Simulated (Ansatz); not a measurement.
Take Be in the diamond structure (space group Fd-3m, No. 227; a = 4.897 Å; a hypothetical phase, not in the database extracts checked) as the base.

(Cell as relaxed with PBE.)

Levels (all Ansatz, a first-principles code, PAW): PBE (420 eV, scalar-relativistic without spin-orbit coupling); PBEsol (420 eV, spin-orbit coupling left out).

Each level relaxes its own structure.

```json
[
 {"base": "volume per atom", "PBE": "14.68 Å³", "PBEsol": "14.47 Å³"},
 {"base": "lattice parameter a", "PBE": "4.897 Å", "PBEsol": "4.874 Å"},
 {"base": "band gap", "PBE": "zero", "PBEsol": "zero"}
]
```

Modification: a hydrostatic pressure of 7.5 GPa.

```
quantity              PBE    PBEsol
---------------  --------  --------
volume per atom  12.82 Å³  12.68 Å³
band gap             zero      zero
```

PBE's volume per atom lies 0.14 Å³ above PBEsol's (1.1 %); the two agree on the band gap. Neither level is exact; PBEsol is the comparison here, not a measurement.

Load acts through the strain it causes; cell and atoms are relaxed under it. Stability against distortions was not tested. Competing high-pressure phases were not computed.
